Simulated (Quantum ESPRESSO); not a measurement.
A self-consistent single point of Ge (Fd-3m, 2 atoms in the cell) with Quantum ESPRESSO.

Level of theory: PBE, spin-orbit coupling, PSlibrary fully relativistic PAW (PBE) pseudopotentials (plane waves; Quantum ESPRESSO).

```
CELL_PARAMETERS angstrom
      0.00000     2.85445     2.85445
      2.85445     0.00000     2.85445
      2.85445     2.85445     0.00000
ATOMIC_POSITIONS crystal
  Ge 0.50000 0.50000 0.50000
  Ge 0.75000 0.75000 0.75000
```

Reference input (self-consistent single point, DFT, PBE, plane waves, PSlibrary PAW (PBE) pseudopotentials): ecutwfc = 30 Ry; ecutrho = 180 Ry; occupations = smearing; smearing = fd; degauss = 0.0036749 Ry; potentials = {Ge: Ge.pbe-n-kjpaw_psl.1.0.0.UPF}; K_POINTS = automatic 13 13 13 0 0 0; conv_thr = 1e-09 Ry; mixing_beta = 0.4. This run's input differs from it in these lines:

```diff
@@ -18,2 +18,4 @@
     degauss = 0.0036749,
+    noncolin = .true.,
+    lspinorb = .true.,
 /
@@ -24,3 +26,3 @@
 ATOMIC_SPECIES
-Ge    72.6300  Ge.pbe-n-kjpaw_psl.1.0.0.UPF
+Ge    72.6300  Ge.rel-pbe-n-kjpaw_psl.1.0.0.UPF
 ATOMIC_POSITIONS {bohr}
```

Output (repeated stretches shortened):

```
     Self-consistent Calculation

     iteration #  1     ecut=    30.00 Ry     beta= 0.40

---- Real-time Memory Report at c_bands before calling an iterative solver
            91 MiB given to the printing process from OS
            61 MiB allocation reported by mallinfo(arena+hblkhd)
------------------

     Threshold (ethr) on eigenvalues was too large:
     Diagonalizing with lowered threshold

---- Real-time Memory Report at c_bands before calling an iterative solver
           115 MiB given to the printing process from OS
            82 MiB allocation reported by mallinfo(arena+hblkhd)
------------------

   [... lines left out ...]

---- Real-time Memory Report at c_bands before calling an iterative solver
           124 MiB given to the printing process from OS
            93 MiB allocation reported by mallinfo(arena+hblkhd)
------------------

     total energy              =    -328.54414650 Ry
     estimated scf accuracy    <       0.00000001 Ry

     iteration #  7     ecut=    30.00 Ry     beta= 0.40

---- Real-time Memory Report at c_bands before calling an iterative solver
           125 MiB given to the printing process from OS
            94 MiB allocation reported by mallinfo(arena+hblkhd)
------------------
     End of self-consistent calculation

     the Fermi energy is     5.5842 ev

!    total energy              =    -328.54414650 Ry
     estimated scf accuracy    <          1.8E-10 Ry
     smearing contrib. (-TS)   =      -0.00003520 Ry
     internal energy E=F+TS    =    -328.54411129 Ry

      -> PAW hartree energy AE =       8.69457410 Ry
      -> PAW hartree energy PS =      -8.68532926 Ry
      -> PAW xc energy AE      =    -318.16946140 Ry
      -> PAW xc energy PS      =      12.32174839 Ry
      -> total E_H with PAW    =       1.18991697 Ry
      -> total E_XC with PAW   =    -319.09463935 Ry

     convergence has been achieved in   7 iterations

     Forces acting on atoms (cartesian axes, Ry/au):

     atom    1 type  1   force =     0.00000000    0.00000000   -0.00000000
     atom    2 type  1   force =    -0.00000000   -0.00000000    0.00000000

     Total force =     0.000000     Total SCF correction =     0.000000

          total   stress  (Ry/bohr**3)                   (kbar)     P=       20.47
   0.00013916  -0.00000000  -0.00000000           20.47       -0.00       -0.00
  -0.00000000   0.00013916  -0.00000000           -0.00       20.47       -0.00
  -0.00000000  -0.00000000   0.00013916           -0.00       -0.00       20.47

   JOB DONE.
```

The run converged in 7 iterations. Against the reference run the pressure moves little (2.03 to 2.05 GPa).

The starting cell comes from a database of computed structures (which also holds hypothetical and non-ambient phases and stackings), without a prior relaxation at this level. Its lattice was rescaled by a random factor within 2.5 % of one.
